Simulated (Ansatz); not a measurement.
Start from TiAl (space group P4/mmm, No. 123; relaxed with 0.1 eV smearing).

```yaml
crystal:
  lattice:
    - [2.76616, 0.00000, 0.00000]
    - [0.00000, 2.76616, 0.00000]
    - [0.00000, 0.00000, 4.00209]
  atoms:
    - { symbol: Ti, position: [0.00000, 0.00000, 0.00000] }
    - { symbol: Al, position: [0.50000, 0.50000, 0.50000] }
```

Cartesian axes are those of the cell as printed.

All numbers come from LDA, PAW, 420 eV (Ansatz, a first-principles code; no spin-orbit coupling).

Base values:

| Item | Value |
|---|---|
| Pressure | 0.0 GPa |

It is then changed as follows: the cell is stretched by 1.50 % along z with no lateral relaxation, atoms relaxed at fixed cell.

Question: How does this affect the pressure and energy relative to the base?

Answer: The pressure (mean of the normal stresses, compression positive) goes from zero to -1.8 GPa; the energy rises by 1.9 meV/atom.

The cells carry an imposed strain or load. No phonon test of stability was made. The final runs are not spin-polarised.
